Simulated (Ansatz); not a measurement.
Band structure of AlP (F-43m, 2 atoms in the cell).

```xyz
2
Lattice="0.0000 2.6924 2.6924 2.6924 0.0000 2.6924 2.6924 2.6924 0.0000" Properties=species:S:1:pos:R:3 pbc="T T T"
Al     0.0000     0.0000     0.0000
P      4.0386     4.0386     4.0386
```

Method: PBE (plane waves, PAW; Ansatz, a program for electronic structure).

Settings: basis.ecutwfc = 420 eV; kpoints.mp_grid.grid = 9 9 9; hamiltonian.xc = pbe; hamiltonian.pseudopotentials = {kind: paw} (the program's default PAW files); scf.occupations.method = fermi_dirac; scf.occupations.width = 0.05 eV; kpoints.band_path.npoints = 8.

The starting cell comes from a database of computed structures (which also holds hypothetical and non-ambient phases and stackings), without a prior relaxation at this level. Its lattice was rescaled by a random factor within 2.5 % of one.

Predict the gap along the standard path and the places of the band edges.

The gap along the path is 1.50 eV, from Γ to X; the smallest direct gap on it is 3.67 eV.

Levels in eV from the top of the valence band on the path, bands 1 to 7:
| point | 1 | 2 | 3 | 4 | 5 | 6 | 7 |
|---|---|---|---|---|---|---|---|
| Γ | -11.74 | 0.00 | 0.00 | 0.00 | 3.67 | 4.62 | 4.62 |
| X | -9.26 | -5.45 | -2.18 | -2.18 | 1.50 | 2.45 | 11.42 |
| W | -9.20 | -5.02 | -3.33 | -2.95 | 4.32 | 6.14 | 6.16 |
| K | -9.29 | -5.14 | -3.58 | -1.80 | 2.40 | 5.18 | 8.62 |
| L | -9.96 | -5.71 | -0.79 | -0.79 | 2.97 | 4.82 | 4.82 |
| U | -9.29 | -5.14 | -3.58 | -1.80 | 2.40 | 5.18 | 8.62 |

Keys are those of Ansatz 0.2.
